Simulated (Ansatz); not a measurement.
Amorphous Si24O51In2, 77 atoms at 2.47 g/cm³, one PBE-relaxed geometry, zone centre. Methods: PBE, scalar-relativistic without spin-orbit coupling (Ansatz, a program for electronic structure); r2SCAN, scalar-relativistic without spin-orbit coupling (Ansatz); HSE06, scalar-relativistic without spin-orbit coupling (Ansatz). Plane waves to 420 eV (r2SCAN 500 eV); exact exchange is cut at the cell's faces. At PBE the levels at the filled edge of the gap are localised (band-tail or defect states), and the nearest spread-out levels lie 4.2 eV apart at the zone centre. All rungs ran without spin polarisation.

It comes from a melt-quench run on a machine-learned potential (CHGNet), relaxed afterwards by DFT. O atoms were pushed apart under 1.9 Å during the dynamics, to hinder bonds among them. The hot cell started wider than the set density and was brought back towards it in steps. It is the lowest in DFT energy of 2 quenches. It is a model cell: composition and starting density were chosen by hand, and all elements were melted together. No dispersion term was used. Its density started from a set value of 2.47 and ended at 2.47 g/cm³. The simulated quench (nominally 400 K/ps over its main leg) is rapid and tends to freeze in more defects than a deposited or slowly cooled glass has. Values belong to this one cell and scatter from quench to quench. The volume was held where the preparation left it and the shape relaxed, at a PBE pressure of 0.6 GPa. Stress components on the final sampling reach 0.7 GPa.

The relaxation ran on the zone centre alone. At PBE the level gap is 3.44 eV on a 2×2×2 Γ-centred mesh, and the spacing at the zone centre alone 3.44 eV.

Task: What zone-centre spacing does r2SCAN give, roughly?

Result: 4.00 eV (+0.56 eV against PBE).

Task: What zone-centre spacing does HSE06 give, roughly?

Result: 5.18 eV (+1.74 eV against PBE).

The highest filled and the lowest empty state spread over these numbers of atoms (participation numbers): PBE: 5.4 and 12.1; r2SCAN: 5.0 and 11.6; HSE06: 5.1 and 12.2.
